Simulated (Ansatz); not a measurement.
## NiS (R3m, No. 160)

Computed with PBEsol in Ansatz (PAW).

Settings: plane-wave cutoff 500 eV, 14×14×14 k mesh, Fermi–Dirac smearing 0.05 eV, no spin polarisation, scalar-relativistic PAW data made under PBE.

Cell: relaxed at this level.

```json
{
 "equilibrium_volume_per_atom": "13.18 Å³/atom",
 "equilibrium_lattice_constant_a": "9.408 Å",
 "c axis length": "3.096 Å"
}
```

Note: the run has no spin polarisation, so it can have missed a magnetic state; the volume lies 6 % below that of the published cell.

Static lattice: no zero-point or thermal effects.

Ansatz is a quantum-chemistry and plane-wave program.
